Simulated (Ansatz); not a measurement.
Polymorphs of C, PBE, rigid bands (Ansatz, a first-principles code); geometry: cell and atoms relaxed with PBEsol.
- P6_3/mmc, primitive cell of 4: a = b = 2.499 Å, c = 4.161 Å, α = β = 90.00°, γ = 120.00°
- Fd-3m, primitive cell of 2: a = b = c = 2.5129 Å, α = β = γ = 60.00°

| Space group | volume per atom (Å³) | band gap | electron conductivity mass | hole conductivity mass | Seebeck coefficient, n-type 1e19 cm⁻³ |
|---|---|---|---|---|---|
| P6_3/mmc | 5.6 | 3.29 eV | 0.38 mₑ | 0.53 mₑ | -240 μV/K |
| Fd-3m | 5.6 | 4.16 eV | … | 0.49 mₑ | … |

Question: Complete the blanks.

Answer: 
- Fd-3m, electron conductivity mass: 0.41 mₑ
- Fd-3m, Seebeck coefficient, n-type 1e19 cm⁻³: -365 μV/K

Masses are for dilute carriers at 300 K, harmonic means over directions unless an axis is named. Seebeck coefficients are for the stated density at 300 K, with one relaxation time for all states and whether or not that doping can be reached. Spin-orbit coupling is left out.
